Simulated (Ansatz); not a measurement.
Effect of tensor shear ε_xy = +1.71 % on Pd

Base system: Pd in the fcc (Cu type) structure (space group Fm-3m, No. 225; a = 3.9104 Å; relaxed with 0.1 eV smearing). Axes: x, y, z lie along the cube axes.

It is then changed as follows: tensor shear ε_xy = +1.71 % (engineering shear γ = 0.0342); the atoms relax in the strained cell.

Level of theory: r2SCAN (Ansatz, a quantum-chemistry and plane-wave program), no SOC. k-mesh 29×29×29 (Γ-centred); smearing 0.1 eV (Fermi–Dirac).

The volume per atom stays essentially unchanged (14.95 Å³ against 14.94 Å³) and the space group becomes Immm (No. 71) (base: Fm-3m (No. 225)). The energy goes up by 4.0 meV/atom and the pressure (mean of the normal stresses, compression positive) goes from zero to 0.2 GPa. The band gap stays zero and the stress (xx, yy, zz, yz, xz, xy; compression positive) comes out as (0.4, 0.4, -0.1, 0.0, 0.0, -2.5) GPa.

Cost of the whole job for the changed cell (relaxation, final SCF and bands): very roughly 2.6 core-minutes.

No phonon test of stability was made. The final runs are not spin-polarised. Pd has a high density of states at the Fermi level and may be magnetic at this level.
